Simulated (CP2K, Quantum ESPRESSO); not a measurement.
A Quantum ESPRESSO input for a self-consistent single point of SiSbPt₅ (P4/mmm, 7 atoms in the cell) (DFT, LDA (PZ), plane waves, GBRV 1.5 ultrasoft (LDA) pseudopotentials):

```fortran
&CONTROL
   calculation = 'scf'
   prefix = 'sisbpt5'
   outdir = './tmp'
   pseudo_dir = './'
   tprnfor = .true.
   tstress = .true.
/
&SYSTEM
   ibrav = 0
   nat = 7
   ntyp = 3
   ecutwfc = 40
   ecutrho = 320
   occupations = 'smearing'
   smearing = 'gaussian'
   degauss = 0.0073499
/
&ELECTRONS
   conv_thr = 1.0d-10
/
ATOMIC_SPECIES
Si    28.0850  si_lda_v1.uspp.F.UPF
Sb   121.7600  sb_lda_v1.4.uspp.F.UPF
Pt   195.0840  pt_lda_v1.4.uspp.F.UPF
ATOMIC_POSITIONS {crystal}
Si    0.0000000000    0.0000000000    0.5000000000
Sb    0.5000000000    0.5000000000    0.0000000000
Pt    0.0000000000    0.5000000000    0.3004000000
Pt    0.0000000000    0.5000000000    0.6996000000
Pt    0.5000000000    0.0000000000    0.3004000000
Pt    0.5000000000    0.0000000000    0.6996000000
Pt    0.0000000000    0.0000000000    0.0000000000
K_POINTS {automatic}
6 6 3  0 0 0
CELL_PARAMETERS {angstrom}
   3.9963800000     0.0000000000     0.0000000000
   0.0000000000     3.9963800000     0.0000000000
   0.0000000000     0.0000000000     7.2730900000
```

Task: Give the CP2K input for the same structure, mesh, smearing and functional.

Result: One input that does it (others would too):

```
&GLOBAL
  PROJECT bulk
  RUN_TYPE ENERGY_FORCE
  PRINT_LEVEL LOW
&END GLOBAL
&FORCE_EVAL
  METHOD Quickstep
  STRESS_TENSOR ANALYTICAL
  &DFT
    BASIS_SET_FILE_NAME BASIS_MOLOPT
    POTENTIAL_FILE_NAME GTH_POTENTIALS
    &QS
      METHOD GPW
      EPS_DEFAULT 1E-11
    &END QS
    &MGRID
      CUTOFF 500
      REL_CUTOFF 60
      NGRIDS 5
    &END MGRID
    &SCF
      SCF_GUESS ATOMIC
      EPS_SCF 1E-7
      MAX_SCF 100
      ADDED_MOS 16
      &DIAGONALIZATION
        ALGORITHM STANDARD
      &END DIAGONALIZATION
      &MIXING
        METHOD BROYDEN_MIXING
        ALPHA 0.3
        NBUFFER 10
        BETA 1.5
      &END MIXING
      &SMEAR ON
        METHOD GAUSSIAN
        SIGMA [eV] 0.1
      &END SMEAR
    &END SCF
    &KPOINTS
      SCHEME MONKHORST-PACK 6 6 3
      GAMMA_CENTERED T
    &END KPOINTS
    &XC
      &XC_FUNCTIONAL PADE
      &END XC_FUNCTIONAL
    &END XC
    &PRINT
      &MO
        EIGENVALUES T
        OCCUPATION_NUMBERS T
        NDIGITS 8
        FILENAME mo
        &EACH
          QS_SCF 0
        &END EACH
        ADD_LAST NUMERIC
      &END MO
      &MULLIKEN OFF
      &END MULLIKEN
    &END PRINT
  &END DFT
  &SUBSYS
    &CELL
      A 3.99638000 0.00000000 0.00000000
      B 0.00000000 3.99638000 0.00000000
      C 0.00000000 0.00000000 7.27309000
      PERIODIC XYZ
    &END CELL
    &COORD
      SCALED
      Si       0.00000000     0.00000000     0.50000000
      Sb       0.50000000     0.50000000     0.00000000
      Pt       0.00000000     0.50000000     0.30040000
      Pt       0.00000000     0.50000000     0.69960000
      Pt       0.50000000     0.00000000     0.30040000
      Pt       0.50000000     0.00000000     0.69960000
      Pt       0.00000000     0.00000000     0.00000000
    &END COORD
    &KIND Si
      BASIS_SET DZVP-MOLOPT-SR-GTH-q4
      POTENTIAL GTH-PADE-q4
    &END KIND
    &KIND Sb
      BASIS_SET DZVP-MOLOPT-SR-GTH-q5
      POTENTIAL GTH-PADE-q5
    &END KIND
    &KIND Pt
      BASIS_SET DZVP-MOLOPT-SR-GTH-q18
      POTENTIAL GTH-PADE-q18
    &END KIND
  &END SUBSYS
  &PRINT
    &FORCES ON
    &END FORCES
    &STRESS_TENSOR ON
    &END STRESS_TENSOR
  &END PRINT
&END FORCE_EVAL
```

Basis settings and potentials, where a program has them, do not carry over. This input uses DFT LDA (Pade form), GPW, DZVP-MOLOPT-SR-GTH basis, GTH-PADE potentials (GTH_POTENTIALS). LDA parametrisations can differ slightly between programs.

The starting cell comes from a database of computed structures (which also holds hypothetical and non-ambient phases and stackings), without a prior relaxation at this level.
